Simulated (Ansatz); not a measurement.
Base system: TlPO4 (space group Cmcm, No. 63; a = 5.441 Å, b = 8.132 Å, c = 7.146 Å).

Calculations: DFT with PBEsol, PAW potentials and a 420 eV plane-wave cutoff in Ansatz (a first-principles code), without spin-orbit coupling.

For the base:

- Gap character = indirect, Y → Γ
- Smallest direct gap = 1.16 eV

It is then changed as follows: the cell is scaled by 1.0107 in all directions; the atoms relax in the strained cell.

Task: What does the calculation give for the gap character after the change?

Result: The gap character remains indirect, Y → Γ.

Task: How does this affect the smallest direct gap?

Result: The smallest direct gap shrinks by 0.094 eV to 1.06 eV.

With Tl present, leaving out spin-orbit coupling can change the band edges. Stability against distortions was not tested.
